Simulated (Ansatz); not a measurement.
**Effect of tensor shear ε_xy = +0.29 % on Ta**

Consider Ta in the bcc (W type) structure (space group Im-3m, No. 229; a = 3.254 Å; relaxed with 0.1 eV smearing). Axes: x, y, z lie along the cube axes.

The change: a pure shear with ε_xy = ε_yx = 0.0029, atoms relaxed at fixed cell.

All numbers come from Ansatz (an electronic-structure program), LDA, PAW, cutoff 420 eV, spin-orbit coupling left out. Settings: 28×28×28 k-points, 0.1 eV Fermi–Dirac smearing.

```csv
quantity,base,changed,shift
volume per atom,17.23 Å³,17.23 Å³,0.00 Å³
space group,Im-3m (No. 229),Fmmm (No. 69),–
shortest interatomic distance,2.818 Å,2.813 Å,-0.005 Å
energy relative to the base (free energy F),0 meV/atom,+0.1 meV/atom,+0.1 meV/atom
"pressure (mean of the normal stresses, compression positive)",0.0 GPa,0.0 GPa,0.0 GPa
band gap,zero,zero,–
"stress (xx, yy, zz, yz, xz, xy; compression positive)",–,"(0.0, 0.0, 0.0, 0.0, 0.0, -0.4) GPa",–
```

Final structure:

```yaml
crystal:
  lattice:
    - [-1.62231, 1.62231, 1.62703]
    - [1.62231, -1.62231, 1.62703]
    - [1.63175, 1.63175, -1.62703]
  atoms:
    - { symbol: Ta, position: [0.00000, 0.00000, 0.00000] }
```

The cells carry an imposed strain or load. Whether these cells are dynamically stable was not tested. All final runs are without spin polarisation.
